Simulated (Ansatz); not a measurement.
Consider the following.

End structure of a constructed model of the (0001) surface of hcp Co, ferromagnetic, a pseudomorphic layer of Ag in the host's stacking (bottom of the slab: a bare face, its two planes held):

```xyz
7
Lattice="2.4929 0.0000 0.0000 -1.2465 2.1589 0.0000 0.0000 0.0000 29.0000" Properties=species:S:1:pos:R:3 pbc="T T T"
Co     1.2465     0.7196     8.2409
Co     0.0000     1.4393    10.2572
Co     1.2465     0.7196    12.2977
Co     0.0000     1.4393    14.2973
Co     1.2465     0.7196    16.3435
Co     0.0000     1.4393    18.3047
Ag     1.2465     0.7196    20.7742
```

Set-up: 7 atoms, 12.5 Å thick at the start with caps and adatoms (thin: gaps and levels are the slab's own); mesh 17x17x1; 0.1 eV smearing; dipole correction on; 2 atoms held, the rest relaxed; symmetry of the start imposed; spin-polarised, ending with about 9.9 μB a cell; orders that need a larger cell were not tried, no spin-orbit, no U. In PBE it is, or lies within 0.01 eV a 1x1 cell of, the lowest of the 2 structures of its composition computed so far; subsurface sites and larger cells were not tried.

### Question
What work function of the top face does PBE (Ansatz, a quantum-chemistry and plane-wave program) give?

### Answer
4.79 eV
